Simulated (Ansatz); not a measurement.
Take AlN in the zinc blende structure (space group F-43m, No. 216; a = 4.378 Å) as the base. Axes: x, y, z lie along the cube axes.

Method: PBEsol (Ansatz, a program for electronic structure; PAW; 420 eV plane waves; without spin-orbit coupling).

Strains are applied to the cell and any free atomic positions relax.

One change was made to it. Results:

| quantity | base | after |
|---|---|---|
| energy relative to the base (free energy F) | 0 meV/atom | +3.0 meV/atom |
| band gap | 3.19 eV | 3.08 eV |
| smallest direct gap | 4.06 eV | 3.95 eV |

Name the change that was made.
A) tensor shear ε_xy = +0.57 %
B) tensor shear ε_xy = +1.14 %
C) tensor shear ε_xy = +2.00 %

B, tensor shear ε_xy = +1.14 %. For comparison, the band gap in the other runs: tensor shear ε_xy = +0.57 % gives 3.14 eV; tensor shear ε_xy = +2.00 % gives 2.97 eV.

Whether these cells are dynamically stable was not tested. This is not the structure that AlN has at room temperature and ambient pressure.
